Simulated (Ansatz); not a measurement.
Adsorption energy and surface dipole of H on the 1x1 (0001) surface of hcp Co, ferromagnetic, one in a 2x2 cell, started at the site 'bridge Co-Co (span 2.5 Å)', worked from the runs' numbers; total energies count from the potentials' own zero.

Calculation: PBE (plane waves to 420 eV, PAW; Ansatz, a quantum-chemistry and plane-wave program).

Model: 17-atom slab, 6.0 Å thick at the start under the adsorbate (thin: gaps and levels are the slab's own), 7x7x1 mesh, Fermi-Dirac 0.1 eV, dipole correction, 8 atoms held, the rest relaxed; symmetry of the start imposed; spin-polarised, no spin-orbit, no U, no dispersion correction. At the end it is bonded to 3 Co. In PBE it is, or lies within 0.03 eV of, the lowest of the starts that converged.

| quantity | value |
|---|---|
| slab with the adsorbate | -82029.111 eV |
| clean slab, same cell and mesh | -82012.697 eV |
| reference, ½ H2(g) | -15.872 eV |
| area of the cell | 21.53 Å² |
| change of the step from the bottom to the top vacuum level | -0.028 eV |

Q: What is the adsorption energy against this reference?

A: E(slab + adsorbate) − E(slab) − E(reference) = -0.54 eV, so in this state the adsorbate is more stable than in the reference, at a coverage of 4.65 a nm².
